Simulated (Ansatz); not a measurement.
Input and output of a relaxation of the atoms for Ti₃Al (P3m1, 8 atoms in the cell) (Ansatz, a quantum-chemistry and plane-wave program).

Method of the run: LDA (PW92), default PAW files made with PBE (plane waves; Ansatz).

The change in words: one atom moved by 0.15 angstrom; relax: default → atoms; relax.f_tol: default → 0.05 eV/Å. Reference geometry:
```xyz
8
Lattice="5.7764 0.0000 0.0000 -2.8882 5.0025 0.0000 0.0000 0.0000 4.6537" Properties=species:S:1:pos:R:3 pbc="T T T"
Ti     2.8882     3.3007     1.1634
Ti     0.0000     1.7019     3.4903
Ti    -1.4144     4.1516     3.4903
Ti     4.3026     0.8509     1.1634
Ti     1.4739     0.8509     1.1634
Ti     1.4144     4.1516     3.4903
Al     0.0000     3.3350     1.1634
Al     2.8882     1.6675     3.4903
```

Reference input (self-consistent single point, DFT, LDA (PW92), plane waves, default PAW files made with PBE): basis.ecutwfc = 30.9 Ry; kpoints.mp_grid.grid = 7 7 7; hamiltonian.xc = lda; hamiltonian.pseudopotentials = {kind: paw} (the program's default PAW files); scf.occupations.method = fermi_dirac; scf.occupations.width = 0.0073 Ry. This run's input differs from it in these lines:

```diff
@@ -12,3 +12,3 @@
     - { symbol: Ti, position: [0.659800, 0.829900, 0.750000] }
-    - { symbol: Al, position: [0.333333, 0.666667, 0.250000] }
+    - { symbol: Al, position: [0.333333, 0.666667, 0.282232] }
     - { symbol: Al, position: [0.666667, 0.333333, 0.750000] }
@@ -23,2 +23,4 @@
   occupations: { method: fermi_dirac, width: 0.0073 Ry }
+relax:
+  f_tol: 0.05
 output:
```

Output, abridged:

```
   [... SCF lines of the steps left out ...]
relax step   1: F+E_penalty+E_count = -15729.66783174 eV  Δ(F+E_penalty+E_count) = +0.000e0 eV  max|allowed force component| = 1.036e0 eV/Å  Δτ_max = 0.0000 Å  (6 SCF iters, dr2 threshold 6.25e-5 eV, accepted)
relax step   2: F+E_penalty+E_count = -15729.73707699 eV  Δ(F+E_penalty+E_count) = -6.925e-2 eV  max|allowed force component| = 2.800e-1 eV/Å  Δτ_max = 0.1741 Å  (6 SCF iters, dr2 threshold 6.71e-5 eV, accepted)
relax step   3: F+E_penalty+E_count = -15729.74585093 eV  Δ(F+E_penalty+E_count) = -8.774e-3 eV  max|allowed force component| = 3.152e-3 eV/Å  Δτ_max = 0.0422 Å  (6 SCF iters, dr2 threshold 4.90e-6 eV, accepted)
relax step   4: F+E_penalty+E_count = -15729.74585094 eV  Δ(F+E_penalty+E_count) = -7.043e-9 eV  max|allowed force component| = 3.150e-3 eV/Å  Δτ_max = 0.0000 Å  (6 SCF iters, accepted)
the relaxation is at rest under the 6 symmetry operations that the run kept from its start: a minimum is not shown …
Stability not checked: this state was not tested for a lower state beside it, because too few of the mixer's solves of this state at the end of the SCF gave a …
Free energy (F): -15729.745851 eV
Internal energy: -15729.510966 eV  (E = F + TS)
E sigma→0 (E₀):  -15729.628408 eV
Entropy (-TS):   -0.234885 eV (-29.361 meV/atom)
Fermi energy:    11.771783 eV
--- Forces (eV/Å), atoms counted from 1 ---
  atom   1  Ti     0.00000000     0.00016846    -0.00314769
   [... lines left out ...]
    - { symbol: Ti, position: [0.3388880116206002, 0.1694440058103001, 0.25417803517270415] }
    - { symbol: Ti, position: [0.6611054070965144, 0.8305527035482573, 0.7538968437486774] }
    - { symbol: Al, position: [0.33333333333333337, 0.6666666666666666, 0.2538891713288183] }
    - { symbol: Al, position: [0.6666666666666665, 0.3333333333333333, 0.7541181919070371] }
```

The run converged.  The full log also holds: “iter 5 did not close the SCF: its close was put off for the readings that it lacked (scf_convergence_deferred on its scf_iter line)”. The full log also holds: “iter 5 did not close the SCF: its close was put off for the readings that it lacked (scf_convergence_deferred on its scf_iter line)”.

Summary of the result:
- Free energy E − TS (on the zero of these files) = -15729.7459 eV
- Fermi level (on the code's own zero) = 11.77 eV
- Pressure = -8.27 GPa
- Largest force (vector length) = 0.003 eV/Å
- Relaxation steps = 4

The starting cell comes from a database of computed structures (which also holds hypothetical and non-ambient phases and stackings), without a prior relaxation at this level. Its lattice was rescaled by up to half a per cent. For this run, on top of that: one atom moved by 0.15 angstrom. Spin polarisation is off. The relaxation keeps the symmetry of its start, so its end need not be a minimum. Ansatz's pressure includes its estimate of the finite-basis (Pulay) stress.

Cost on one core of a shared machine: roughly 2 min.

Keys are those of Ansatz 0.2.
